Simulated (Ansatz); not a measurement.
Consider the following.

```xyz
2
Lattice="0.0000 2.8286 2.8286 2.8286 0.0000 2.8286 2.8286 2.8286 0.0000" Properties=species:S:1:pos:R:3 pbc="T T T"
Zn     0.0000     0.0000     0.0000
Se     1.4143     1.4143     1.4143
```

These are PBE with spin-orbit coupling, rigid bands (plane waves, PAW; Ansatz, a first-principles code) values and carry that method's errors. Condition of this run: hydrostatic pressure of -0.8 GPa (compression positive) (the target of the relaxation). How the cell was made: cell and atoms relaxed with PBEsol, then loaded as said.

Question: Predict the hole conductivity mass (n e² τ/σ) at 300 K, by direction if it differs.

Answer: 0.68 mₑ.

Question: Predict the electron conductivity mass (n e² τ/σ) at 300 K, by direction if it differs.

Answer: 0.106 mₑ.

Question: And the band gap?

Answer: 1.19 eV at this level; semilocal functionals usually fall short of the measured gap.

Rigid bands, one relaxation time for all states, no polarons. Geometry: cell and atoms relaxed with PBEsol.
